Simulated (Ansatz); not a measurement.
Model: Si(111) 1x1 surface, 6 top atoms, 3 bilayers, bottom bilayer H-capped and fixed, every top atom capped by H; cell 11.5 x 6.6 Å; one H replaced by OH; about 7 Å thick over the host's atoms, 18 atoms held. All values below come from PBE-D3(BJ) (plane waves to 420 eV, PAW; Ansatz, a program for electronic structure). k mesh 1 x 2 x 1. The slab states were run without spin polarisation. Slab thickness, cell and mesh are as stated and are not converged limits. No zero-point or entropy terms are included. Each state was relaxed from one prepared geometry.

End state of this step: the surface fragment of SiCl4 exchanges a second ligand with a neighbouring Si-H group. Atoms near the product:

```csv
atom,x (Å),y (Å),z (Å)
H(14),0.033,6.783,11.069
H(15),0.889,4.678,13.201
H(46),-1.930,3.243,11.088
Si(a0),3.333,3.305,11.518
Cl(a2),2.918,1.679,12.708
Cl(a3),-0.399,4.491,13.210
Cl(a4),3.149,4.909,12.834
```

Q: What energy does it take to move HCl into the gas, one a cell, with the surface relaxed behind it, and what are its closest contacts before it leaves?

A: 0.24 eV. Its closest contacts to the rest of the cell: H(15)...Cl(a4) 2.30 Å, Cl(a3)...H(46) 2.90 Å, H(15)...H(14) 3.12 Å.
